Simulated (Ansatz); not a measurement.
Abridged Ansatz (a quantum-chemistry and plane-wave program) output:

```
Relaxation: its limit of steps is 50 (relax.max_steps)
Pseudopotential: Cd, paw, valence charge 20
Pseudopotential: S, paw, valence charge 6
Crystal: 4 atoms, lattice volume = 100.101 Å³
Basis set: ecut = 500 eV, 2543 PW (Γ), exchange–correlation on 128×128×200 points (64 copies of the dense FFT grid, shifted against one another)
Bands: 32, of which v1, the nominal top of the filled ones, is band 26 counted from 1 (25 counted from 0)
Symmetry: 4 space group operations
k-points: 75 of 405 (time reversal used)
Functional: x = r2scan, c = r2scan; τ floored in thin density (d = 2e-4 eV/Å³)
SCF iter   1: F=—  HF=-18351.199421 eV  |F-HF|=—  |Δ(HF+E_count)|=         —  Δρ=6.01e-3  dr2=1.91e-2  dr2_τ=3.24e-2  ethr=1.77e-3  ⟨swp⟩=6.2  Hψ=9794  notcnv=0
SCF iter   2: F=—  HF=-18351.221278 eV  |F-HF|=—  |Δ(HF+E_count)|=   2.19e-2  Δρ=3.41e-3  dr2=4.98e-3  dr2_τ=9.44e-4  ethr=3.68e-5  ⟨swp⟩=2.7  Hψ=5031  notcnv=0  defer=133
SCF 1 converged in 8 iterations: F = -18351.223576 eV  dr2 = 9.29e-11
relax step   1: F+E_penalty+E_count = -18351.22357647 eV  Δ(F+E_penalty+E_count) = +0.000e0 eV  max|allowed force component| = 1.073e-1 eV/Å  Δτ_max = 0.0000 Å  (8 SCF iters, accepted)
Crystal: 4 atoms, lattice volume = 100.101 Å³
SCF iter   1: F=—  HF=-18351.222448 eV  |F-HF|=—  |Δ(HF+E_count)|=         —  Δρ=8.06e-4  dr2=3.63e-4  dr2_τ=7.72e-3  ethr=6.53e-7  ⟨swp⟩=2.4  Hψ=8177  notcnv=0  defer=131
SCF iter   2: F=—  HF=-18351.225744 eV  |F-HF|=—  |Δ(HF+E_count)|=   3.30e-3  Δρ=4.44e-4  dr2=1.30e-4  dr2_τ=7.71e-6  ethr=6.53e-7  ⟨swp⟩=2.0  Hψ=4293  notcnv=0  defer=131
SCF 2 converged in 8 iterations: F = -18351.225787 eV  dr2 = 2.99e-10
relax step   2: F+E_penalty+E_count = -18351.22578719 eV  Δ(F+E_penalty+E_count) = -2.211e-3 eV  max|allowed force component| = 2.580e-2 eV/Å  Δτ_max = 0.0156 Å  (8 SCF iters, accepted)
Crystal: 4 atoms, lattice volume = 100.101 Å³
SCF iter   1: F=—  HF=-18351.223236 eV  |F-HF|=—  |Δ(HF+E_count)|=         —  Δρ=4.51e-4  dr2=1.52e-4  dr2_τ=5.43e-3  ethr=6.70e-7  ⟨swp⟩=3.3  Hψ=6387  notcnv=0  defer=131
SCF iter   2: F=—  HF=-18351.225979 eV  |F-HF|=—  |Δ(HF+E_count)|=   2.74e-3  Δρ=1.64e-4  dr2=1.04e-5  dr2_τ=3.94e-6  ethr=2.93e-7  ⟨swp⟩=2.0  Hψ=4950  notcnv=0  defer=131
SCF 3 converged in 8 iterations: F = -18351.226001 eV  dr2 = 5.66e-11
relax step   3: F+E_penalty+E_count = -18351.22600080 eV  Δ(F+E_penalty+E_count) = -2.136e-4 eV  max|allowed force component| = 1.050e-3 eV/Å  Δτ_max = 0.0044 Å  (8 SCF iters, accepted)
Crystal: 4 atoms, lattice volume = 100.101 Å³
SCF iter   1: F=—  HF=-18351.226001 eV  |F-HF|=—  |Δ(HF+E_count)|=         —  Δρ=2.41e-7  dr2=5.66e-11  dr2_τ=5.91e-13  ethr=1.00e-12  ⟨swp⟩=2.3  Hψ=10132  notcnv=0  defer=131
SCF iter   2: F=-18351.226001 eV  HF=-18351.226001 eV  |F-HF|=3.64e-12  |Δ(HF+E_count)|=  1.09e-11  Δρ=1.40e-7  dr2=2.07e-11  dr2_τ=1.60e-12  ethr=1.00e-12  ⟨swp⟩=3.0  Hψ=6226  notcnv=0
SCF 4 converged in 2 iterations: F = -18351.226001 eV  dr2 = 2.07e-11
SCF converged after 2 iterations
Free energy (F): -18351.226001 eV
Internal energy: -18351.226001 eV  (E = F + TS)
E sigma→0 (E₀):  -18351.226001 eV
Fermi energy:    7.393102 eV
--- Forces (eV/Å), atoms counted from 1 ---
  atom   1  Cd    -0.00000000    -0.00105124     0.00008458
  atom   2  Cd     0.00000000     0.00105124     0.00008458
  atom   3  S      0.00000000    -0.00000059    -0.00008700
  atom   4  S      0.00000000     0.00000059    -0.00008700
--- Stress (GPa, compression-positive) ---
        0.806900       0.000000       0.000000
        0.000000       1.255313       0.000000
        0.000000       0.000000       0.674704
  P = ⅓ Tr σ = 0.9123 GPa (9.123 kbar)
--- Relaxed structure (3 steps of the walk, 3 accepted, 0 SCFs on fresh bases) ---
  atoms:
    - { symbol: Cd, position: [0.6667420572339023, 0.33348411446780485, 0.0001354344238482973] }
    - { symbol: Cd, position: [0.3332579427660973, 0.666515885532195, 0.5001354344238482] }
    - { symbol: S, position: [0.6689613641276123, 0.3379227282552247, 0.6250645655761518] }
    - { symbol: S, position: [0.33103863587238747, 0.6620772717447753, 0.12506456557615173] }
```

Task: What was computed, and what are the main results?

Result: CdS, 4 atoms in the cell, with plane-wave PAW DFT at the r2SCAN level (Ansatz, 500 eV), spin-orbit coupling left out. The last SCF converged to F = -18351.226001 eV, or -4587.8065 eV per atom, at a pressure of 0.91 GPa. The total energy compares only with runs of the same code, potentials and settings.

The cells carry an imposed strain or load. No phonon test of stability was made. The cell was made from CdS in the wurtzite structure (space group P6_3mc, No. 186) by this change: uniaxial strain ε_yy = −1.47 %.

Keys are those of Ansatz 0.2.
